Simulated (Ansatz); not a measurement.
**La2O3: pressure series**

Base system: La2O3 (space group P-3m1, No. 164).

```cif
data_La2O3
_chemical_formula_sum 'La2 O3'
_space_group_name_H-M_alt 'P 1'
_space_group_IT_number 1
_cell_length_a 3.94027
_cell_length_b 3.94027
_cell_length_c 6.18799
_cell_angle_alpha 90.000
_cell_angle_beta 90.000
_cell_angle_gamma 120.000
loop_
_space_group_symop_operation_xyz
  'x, y, z'
loop_
_atom_site_label
_atom_site_type_symbol
_atom_site_fract_x
_atom_site_fract_y
_atom_site_fract_z
_atom_site_occupancy
La1 La 0.33333 0.66667 0.24739 1
La2 La 0.66667 0.33333 0.75261 1
O1 O 0.00000 0.00000 0.00000 1
O2 O 0.33333 0.66667 0.64528 1
O3 O 0.66667 0.33333 0.35472 1
```

Cell and atoms are relaxed at each pressure.

Method: plane-wave PAW DFT at the PBE level (Ansatz, an electronic-structure program, 420 eV), no SOC.

Notes on the quantities. enthalpy: H = E + PV relative to the base's energy.

| variant | enthalpy | smallest direct gap | band gap |
|---|---|---|---|
| base | – | 3.96 eV | 3.83 eV |
| pressure −2 GPa | -0.21 eV/atom | 3.96 eV | 3.82 eV |
| pressure −1 GPa | -0.10 eV/atom | 3.96 eV | 3.83 eV |
| pressure 0.9 GPa | +0.09 eV/atom | 3.96 eV | 3.84 eV |
| pressure 2.1 GPa | +0.22 eV/atom | 3.97 eV | 3.85 eV |
| pressure 4.5 GPa | +0.46 eV/atom | 3.97 eV | 3.86 eV |
| pressure 9 GPa | +0.90 eV/atom | 3.96 eV | 3.87 eV |
| pressure 15 GPa | +1.47 eV/atom | 3.95 eV | 3.84 eV |
| pressure 22.5 GPa | +2.15 eV/atom | 3.93 eV | 3.78 eV |
| pressure 30 GPa | +2.80 eV/atom | 3.90 eV | 3.74 eV |

Load acts through the strain it causes; cell and atoms are relaxed under it. Stability against distortions was not tested. No other phases were tried under pressure.
